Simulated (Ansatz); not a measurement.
# A constructed model of the (111) surface of fcc Au, a pseudomorphic layer of Rh in the other hollow (bottom of the slab: a bare face, its two planes held)

Calculation: PBE (plane waves to 420 eV, PAW; Ansatz, an electronic-structure program).

Set-up: 7 atoms, 14.4 Å thick at the start; mesh 15x15x1; 0.1 eV smearing; dipole correction on; 2 atoms held, the rest relaxed; held to the start's symmetry, so lower structures may exist; no spin, no spin-orbit, no U. In PBE it lies 0.03 eV a 1x1 cell over the lowest computed structure of the same composition (a pseudomorphic layer of Rh in the host's stacking).

```json
{
  "work_function_of_the_top_face": "5.28 eV",
  "energy_released_by_relaxation": "0.032 eV",
  "cost": "roughly 2.3 core-minutes"
}
```
